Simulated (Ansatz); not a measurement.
System: TiO2 (P2₁/c, No. 14, 12 atoms in the cell; start mp-430; high-pressure phase). Method: PBE0 in Ansatz (PAW).

Numerical settings: plane-wave cutoff 460 eV, 6×6×4 k mesh (along the axes of the cell as run), Fermi–Dirac smearing 0.01 eV, no spin polarisation, scalar-relativistic PAW data made under PBE.

Cell (relaxed with PBEsol):

```cif
data_O8Ti4
_chemical_formula_sum 'Ti4 O8'
_space_group_name_H-M_alt 'P 1'
_space_group_IT_number 1
_cell_length_a 4.78083
_cell_length_b 4.86146
_cell_length_c 5.00240
_cell_angle_alpha 90.000
_cell_angle_beta 100.068
_cell_angle_gamma 90.000
loop_
_space_group_symop_operation_xyz
  'x, y, z'
loop_
_atom_site_label
_atom_site_type_symbol
_atom_site_fract_x
_atom_site_fract_y
_atom_site_fract_z
_atom_site_occupancy
Ti1 Ti 0.27864 0.44498 0.71362 1
Ti2 Ti 0.72136 0.55502 0.28638 1
Ti3 Ti 0.72136 0.94498 0.78638 1
Ti4 Ti 0.27864 0.05502 0.21362 1
O1 O 0.44375 0.74142 0.96943 1
O2 O 0.55625 0.25858 0.03057 1
O3 O 0.55625 0.24142 0.53057 1
O4 O 0.44375 0.75858 0.46943 1
O5 O 0.06521 0.32788 0.34667 1
O6 O 0.93479 0.67212 0.65333 1
O7 O 0.93479 0.82788 0.15333 1
O8 O 0.06521 0.17212 0.84667 1
```

**Question.** Give the computed band gap, smallest direct gap on the k points sampled and direct gap at Γ.

**Answer.** 
- band gap: 4.55 eV (on the SCF k mesh) (indirect)
- smallest direct gap on the k points sampled: 4.65 eV
- direct gap at Γ: 4.79 eV

Note: cell and atoms aren't relaxed at this level (largest force component 0.24 eV/Å, pressure -1.0 GPa).

Static lattice: no zero-point or thermal effects.

Cost on a shared machine: roughly 13 core-minutes.

A start named mp-… is a Materials Project structure, which need not be a measured phase.

Ansatz is a quantum-chemistry and plane-wave program.
